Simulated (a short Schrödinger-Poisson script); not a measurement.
From a short Schrödinger-Poisson script (our own, NumPy): 1D Poisson equation in equilibrium, electrons quantum, Hartree plus LDA exchange-correlation (BenDaniel-Duke, 40 states a valley, the channel's in-plane mass for all, wave functions free to enter the barrier), parabolic valleys, classical holes, full ionisation, no traps, pinning or gate leakage.

Stack: gated In0.52Al0.48As/In0.53Ga0.47As modulation-doped gas in a quantum well, at 300 K.

From the gate side: 30 nm In0.52Al0.48As; 10 nm In0.52Al0.48As, donors 9.8e17 cm⁻³; 10 nm In0.52Al0.48As; 10 nm In0.53Ga0.47As; 4000 nm In0.52Al0.48As, acceptors 5e15 cm⁻³.

The device is made up for the run: typed textbook-type constants, with dimensions and the other settings drawn at random. In0.52Al0.48As: permittivity 12.5, conduction-band edge (eV) 0.52, gap (eV) 1.45, electron mass (mₑ) 0.075, Nv at 300 K (cm⁻³) 1.1e19. In0.53Ga0.47As: permittivity 13.9, conduction-band edge (eV) 0, gap (eV) 0.74, Nv at 300 K (cm⁻³) 7.7e18.

Channel valleys (confinement mass, in-plane density-of-states mass, number): Γ 0.041, 0.041, 1. At the gate the conduction-band edge of layer 1 lies 0.65 eV − eVg above the Fermi level of the channel; the field vanishes at the back. The barrier under the gate holds no holes. Gaps are held at their typed values at every temperature. Mesh 0.08 nm at interfaces.

Give the gate voltage at 1e11 electrons/cm² (V); the lowest subband against the Fermi level at Vg = 0.4 V (meV); the sheet density of all electrons at Vg = -0.1 V (cm⁻²).

gate voltage at 1e11 electrons/cm² (V): -0.11; lowest subband against the Fermi level at Vg = 0.4 V (meV): -32.7; sheet density of all electrons at Vg = -0.1 V (cm⁻²): 1.08e11.
